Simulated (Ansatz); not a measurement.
Start from Ti in the hcp (Mg type) structure (space group P6_3/mmc, No. 194; relaxed with 0.1 eV smearing).

```xyz
2
Lattice="2.9398 0.0000 0.0000 -1.4699 2.5459 0.0000 0.0000 0.0000 4.6540" Properties=species:S:1:pos:R:3 pbc="T T T"
Ti     1.4699     0.8486     3.4905
Ti     0.0000     1.6973     1.1635
```

Cartesian axes are those of the cell as printed.

All numbers come from Ansatz (a program for electronic structure) PBE, no spin-orbit coupling.

Before the change:

```
Item        Value
--------  -------
Pressure  0.0 GPa
```

Now apply this change: uniaxial strain ε_zz = −1.00 %, all other strain components held at zero, atoms relaxed at fixed cell.

How does this affect the pressure?

The pressure (mean of the normal stresses, compression positive) goes from zero to 1.2 GPa.

How does this affect the energy relative to the base?

The energy rises by 1.0 meV/atom.

Whether these cells are dynamically stable was not tested. The final runs are not spin-polarised.
